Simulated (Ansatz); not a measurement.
Where the default PAW files enter, the runs use the earlier of Ansatz's two default sets.

```
MoS2
1.0
    5.45486     0.00000     0.00000
    2.72743    12.19314    -0.13113
    2.72743    -0.18655     1.56359
Mo S
2 4
Direct
  0.08333   0.25000   0.25000
  0.91667   0.75000   0.75000
  0.71283   0.62050   0.62050
  0.28717   0.37950   0.37950
  0.54616   0.12050   0.12050
  0.45384   0.87950   0.87950
```

Space group of this cell: P6_3/mmc. The cell was relaxed by PBE-D3(BJ); by r2SCAN its mean pressure is 3.0 GPa.

Transport runs along the normal of the first two printed cell vectors, the (111) plane of the conventional cell.

The gap is the functional's own. No spin-orbit coupling. Mid-gap values are interpolated on the energy grid.

Task: State the band gap and the smallest decay constant κ at mid-gap according to r2SCAN (Ansatz, a quantum-chemistry and plane-wave program).

Result: Gap 0.89 eV on a 18×18×18 mesh; κ = 0.215 1/Å, at (0.000, 0.250) of the in-plane reciprocal vectors. At the zone centre, at the nearest computed energy, the slowest state has κ = 0.22 1/Å.
